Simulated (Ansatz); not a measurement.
Consider Nb in the bcc (W type) structure (space group Im-3m, No. 229).

```yaml
crystal:
  lattice:
    - [-1.65135, 1.65135, 1.65135]
    - [1.65135, -1.65135, 1.65135]
    - [1.65135, 1.65135, -1.65135]
  atoms:
    - { symbol: Nb, position: [0.00000, 0.00000, 0.00000] }
```

Method: plane-wave PAW DFT at the r2SCAN level (Ansatz, a quantum-chemistry and plane-wave program, 500 eV), without spin-orbit coupling.

Base values:

| Item | Value |
|---|---|
| Volume per atom | 18.01 Å³ |

It is then changed as follows: every Nb is replaced by Ag; the structure is relaxed again.

Problem. How does this affect the volume per atom?

Solution. The volume per atom decreases by 0.566 Å³ (18.01 Å³ → 17.45 Å³).

Whether these cells are dynamically stable was not tested. For Ag in this form, whether it has been made was not checked. The final runs are not spin-polarised. This is not the structure that Ag has at room temperature and ambient pressure.
